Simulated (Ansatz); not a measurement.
Defect migration in monoclinic ZrO2: interstitial Zr, charge state +4. Method: PBE, PAW (plane waves to 420 eV; Ansatz, an electronic-structure program).

96-site cell at the relaxed PBE lattice, the Γ point alone, smearing 0.01 eV, spin-restricted, no finite-size correction. Energies are static. The charge state is imposed; whether it is stable for some Fermi level was not computed. Sites that were not tried may lie lower.

Barriers: single points on a 2×2×2 k-point mesh shifted by half a step at the bands' geometries.

The step: a concerted move, in which Zr travels most; the atom moves 1.46 Å along (-0.26, 0.08, -0.11) of the unit cell; the moving atom starts with neighbours O at 1.99, O at 2.01, O at 2.09, O at 2.11, O at 2.17, O at 2.31, O at 2.48 Å and ends with O at 1.99, O at 2.01, O at 2.09, O at 2.11, O at 2.17, O at 2.31, O at 2.48 Å.

**Question.** Estimate the migration barrier of this step that PBE, PAW returns for this input.

**Answer.** 61 kJ/mol, the same both ways. At the saddle the moving atom has neighbours 2 O at 2.02, 2 O at 2.03, O at 2.22, O at 2.24 Å. The saddle point's order was not checked, and it lies on a symmetry element of the cell, where a band can be held.
